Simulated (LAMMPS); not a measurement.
MD of SiC (zinc blende) at zero pressure, 1000 atoms, as a liquid; each row is its own run.

Method: classical MD, pair style tersoff, file SiC_Erhart-Albe.tersoff; code LAMMPS.

```csv
T (K),D(Si) (cm²/s)
3190,5.03e-6
3620,1.49e-5
3770,1.97e-5
4640,8.02e-5
```

### Question
Fit an Arrhenius law, ln y = a + b / x, to these rows (x is the first column, y the second) and predict the run at x = 4060.

### Answer
Least squares gives a = -3.3456 and b = -28210. The slope times kB gives an activation energy of 2.43 eV. At x = 4060 the fit predicts 3.38e-5 cm²/s. The run itself gave (3.20 ± 0.08) × 10^-5 cm²/s, so the fit is 5.6 % high.

Caution: at ambient pressure real SiC sublimes or decomposes before or as it melts, so this liquid is the model's.

Caution: a run this short can hold a crystal over, or a liquid under, the potential's own melting point, which these runs don't give.

Errors of D are the spread over four groups of atoms in one short run; a floor of about 5 %, a picked value, is safer.
